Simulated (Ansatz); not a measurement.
Cell of GaN-ML on MoS2 (MoS2 trigonal-prismatic (1H); with S of the lower layer towards Ga/N of the upper; facing N atop S, held by symmetry; GaN-ML a predicted or substrate-bound sheet, here free; layers strained to one cell), with its geometry taken from a PBE+D3(BJ) run:

```yaml
crystal:
  lattice:
    - [3.15398, 0.00000, 0.00000]
    - [-1.57699, 2.73143, 0.00000]
    - [0.00000, 0.00000, 24.47000]
  atoms:
    - { symbol: S, position: [0.66667, 0.33333, 0.36493] }
    - { symbol: Mo, position: [0.33333, 0.66667, 0.42898] }
    - { symbol: S, position: [0.66667, 0.33333, 0.49302] }
    - { symbol: Ga, position: [0.33333, 0.66667, 0.63563] }
    - { symbol: N, position: [0.66667, 0.33333, 0.63649] }
```

Calculation: r2SCAN (plane waves to 500 eV, PAW; Ansatz, a quantum-chemistry and plane-wave program). Spin–orbit coupling is left out; the runs are not spin-polarised. Its k-point mesh 12×12×1, Fermi–Dirac width 0.01 eV. A dipole correction is on.

Give the plane-averaged electrostatic potential energy of an electron along the normal (the smooth PAW potential), about its mean over the cell, from 5 Å under the lowest atom to 5 Å over the highest.

(z (Å), V (eV)): (3.942, 3.95); (4.078, 3.95); (4.350, 3.95); (4.486, 3.95); (4.622, 3.95); (4.894, 3.95); (5.030, 3.95); (5.302, 3.95); (5.438, 3.95); (5.574, 3.95); (5.846, 3.95); (5.982, 3.95); (6.118, 3.95); (6.389, 3.94); (6.525, 3.93); (6.797, 3.90); (6.933, 3.87); (7.069, 3.82); (7.341, 3.63); (7.477, 3.45); (7.613, 3.16); (7.885, 2.05); (8.021, 0.99); (8.293, -3.09); (8.429, -5.61); (8.565, -7.63); (8.836, -9.61); (8.972, -9.94); (9.108, -10.00); (9.380, -9.14); (9.516, -8.41); (9.652, -8.39); (9.924, -12.32); (10.060, -15.32); (10.332, -20.01); (10.468, -20.88); (10.604, -20.53); (10.876, -16.58); (11.011, -13.63); (11.147, -10.77); (11.419, -8.29); (11.555, -8.83); (11.827, -9.96); (11.963, -10.02); (12.099, -9.80); (12.371, -8.29); (12.507, -6.61); (12.643, -4.25); (12.915, 0.26); (13.051, 1.53); (13.323, 2.80); (13.459, 3.09); (13.594, 3.24); (13.866, 3.23); (14.002, 3.10); (14.138, 2.85); (14.410, 1.89); (14.546, 0.99); (14.818, -2.43); (14.954, -5.02); (15.090, -8.06); (15.362, -13.48); (15.498, -14.84); (15.634, -14.89); (15.905, -11.17); (16.041, -8.10); (16.177, -4.92); (16.449, -0.13); (16.585, 1.25); (16.857, 2.68); (16.993, 3.06); (17.129, 3.31); (17.401, 3.59); (17.537, 3.67); (17.673, 3.72); (17.945, 3.78); (18.081, 3.79); (18.352, 3.81); (18.488, 3.81); (18.624, 3.82); (18.896, 3.82); (19.032, 3.82); (19.168, 3.82); (19.440, 3.82); (19.576, 3.82); (19.848, 3.82); (19.984, 3.82); (20.120, 3.82); (20.392, 3.82); (20.528, 3.82)
